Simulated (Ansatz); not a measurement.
Electronic density of states of amorphous Hf18O39Sc2, density 8.79 g/cm³, on a 2×2×2 Γ-centred mesh with a Gaussian width of 0.1 eV; energies count from the Fermi level, whose place inside the gap is arbitrary. Cell and mesh are small, so fine structure isn't converged. Method: PBE, scalar-relativistic without spin-orbit coupling (plane waves to 420 eV, PAW; Ansatz, an electronic-structure program). Sampling: a 2×2×2 Γ-centred mesh; Fermi-Dirac width 0.02 eV; no spin polarisation. At PBE the levels at the filled edge of the gap are localised (band-tail or defect states).

It comes from a melt-quench run on a machine-learned potential (CHGNet), relaxed afterwards by DFT. O atoms were pushed apart under 1.9 Å during the dynamics, to hinder bonds among them. The hot cell started wider than the set density and was brought back towards it in steps. It is the lowest in DFT energy of 2 quenches. It is a model cell: composition and starting density were chosen by hand, and all elements were melted together. No dispersion term was used. Its density started from a set value of 8.55 and ended at 8.79 g/cm³. The quench (nominally 450 K/ps over its main leg) was far faster than any real one, so the model tends to hold more defects than a real film. One small periodic cell is one sample of the glass; other quenches scatter about these values. Volume and shape were free in the relaxation. On a 2×2×2 Γ-centred mesh force components of up to 0.13 eV/Å stay, since the relaxation ran on the zone centre alone.

(E - EF (eV), states/(eV atom)): (-12.00, 1.69); (-11.90, 1.08); (-11.80, 1.14); (-11.70, 0.34); (-11.60, 0.02); (-11.50, 0.00); (-11.40, 0.00); (-11.30, 0.00); (-11.20, 0.00); (-11.10, 0.00); (-11.00, 0.00); (-10.90, 0.00); (-10.80, 0.00); (-10.70, 0.00); (-10.60, 0.00); (-10.50, 0.00); (-10.40, 0.00); (-10.30, 0.00); (-10.20, 0.00); (-10.10, 0.00); (-10.00, 0.00); (-9.90, 0.00); (-9.80, 0.00); (-9.70, 0.00); (-9.60, 0.00); (-9.50, 0.00); (-9.40, 0.00); (-9.30, 0.00); (-9.20, 0.00); (-9.10, 0.00); (-9.00, 0.00); (-8.90, 0.00); (-8.80, 0.00); (-8.70, 0.00); (-8.60, 0.00); (-8.50, 0.00); (-8.40, 0.00); (-8.30, 0.00); (-8.20, 0.00); (-8.10, 0.00); (-8.00, 0.00); (-7.90, 0.00); (-7.80, 0.00); (-7.70, 0.00); (-7.60, 0.00); (-7.50, 0.00); (-7.40, 0.00); (-7.30, 0.00); (-7.20, 0.02); (-7.10, 0.14); (-7.00, 0.31); (-6.90, 0.43); (-6.80, 0.51); (-6.70, 0.56); (-6.60, 0.62); (-6.50, 0.63); (-6.40, 0.64); (-6.30, 0.72); (-6.20, 0.74); (-6.10, 0.76); (-6.00, 0.82); (-5.90, 0.79); (-5.80, 0.75); (-5.70, 0.77); (-5.60, 0.81); (-5.50, 0.84); (-5.40, 0.78); (-5.30, 0.79); (-5.20, 0.82); (-5.10, 0.79); (-5.00, 0.79); (-4.90, 0.75); (-4.80, 0.76); (-4.70, 0.82); (-4.60, 0.90); (-4.50, 0.87); (-4.40, 0.89); (-4.30, 0.90); (-4.20, 0.91); (-4.10, 0.88); (-4.00, 0.87); (-3.90, 0.90); (-3.80, 0.87); (-3.70, 0.90); (-3.60, 0.96); (-3.50, 0.93); (-3.40, 0.93); (-3.30, 0.90); (-3.20, 0.89); (-3.10, 0.92); (-3.00, 0.91); (-2.90, 0.86); (-2.80, 0.79); (-2.70, 0.73); (-2.60, 0.74); (-2.50, 0.78); (-2.40, 0.70); (-2.30, 0.60); (-2.20, 0.65); (-2.10, 0.53); (-2.00, 0.33); (-1.90, 0.19); (-1.80, 0.17); (-1.70, 0.08); (-1.60, 0.01); (-1.50, 0.00); (-1.40, 0.00); (-1.30, 0.00); (-1.20, 0.00); (-1.10, 0.00); (-1.00, 0.00); (-0.90, 0.00); (-0.80, 0.00); (-0.70, 0.00); (-0.60, 0.00); (-0.50, 0.00); (-0.40, 0.00); (-0.30, 0.00); (-0.20, 0.00); (-0.10, 0.00); (0.00, 0.00); (0.10, 0.00); (0.20, 0.00); (0.30, 0.00); (0.40, 0.00); (0.50, 0.00); (0.60, 0.00); (0.70, 0.00); (0.80, 0.00); (0.90, 0.00); (1.00, 0.00); (1.10, 0.00); (1.20, 0.00); (1.30, 0.00); (1.40, 0.00); (1.50, 0.00); (1.60, 0.01); (1.70, 0.07); (1.80, 0.18); (1.90, 0.23); (2.00, 0.30); (2.10, 0.41); (2.20, 0.50); (2.30, 0.52); (2.40, 0.50); (2.50, 0.53); (2.60, 0.52); (2.70, 0.53); (2.80, 0.62); (2.90, 0.73); (3.00, 0.69); (3.10, 0.65); (3.20, 0.64); (3.30, 0.65); (3.40, 0.59); (3.50, 0.66); (3.60, 0.73); (3.70, 0.72); (3.80, 0.76); (3.90, 0.79); (4.00, 0.78); (4.10, 0.73); (4.20, 0.74); (4.30, 0.71); (4.40, 0.69); (4.50, 0.65); (4.60, 0.66)

The level gap on this mesh is 3.52 eV; the broadening fills part of it in the curve.
